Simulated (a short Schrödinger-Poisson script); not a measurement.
From a short Schrödinger-Poisson script (our own, NumPy): one-band effective-mass equation with BenDaniel-Duke matching, electrons, heavy and light holes apart, hard walls at the outer ends, one valence edge for both holes (no strain splitting), no charge, excitons, band mixing or non-parabolicity; under a field the levels are quasi-bound states of a box, listed while three quarters of their weight lies within 4 nm of the wells.

System: single In0.53Ga0.47As/InP quantum well.

From the first side: 20 nm InP; 8 nm In0.53Ga0.47As; 20 nm InP.

Constants are typed, rounded textbook-type inputs, not results; the design itself was drawn at random and stands for no fabricated device. In0.53Ga0.47As: direct gap (eV) 0.74, conduction-band edge (eV) 0, electron mass (mₑ) 0.041, heavy-hole mass 0.38, light-hole mass 0.052. InP: direct gap (eV) 1.344, conduction-band edge (eV) 0.25, electron mass (mₑ) 0.08, heavy-hole mass 0.53, light-hole mass 0.12.

The valence-band edge of each layer lies one gap below its conduction-band edge. The electron's potential energy rises along the stack by the applied field. Mesh 0.03 nm at interfaces.

### Question
Give the shift of e1-hh1 at 78.8 kV/cm (meV); the e2 − e1 (meV); the squared e1-hh1 overlap at zero applied field.

### Answer
shift of e1-hh1 at 78.8 kV/cm (meV): -6.9; e2 − e1 (meV): 155; squared e1-hh1 overlap at zero applied field: 0.92. Excitons are left out, and strain enters only through the typed gaps and offsets, so measured lines lie elsewhere.
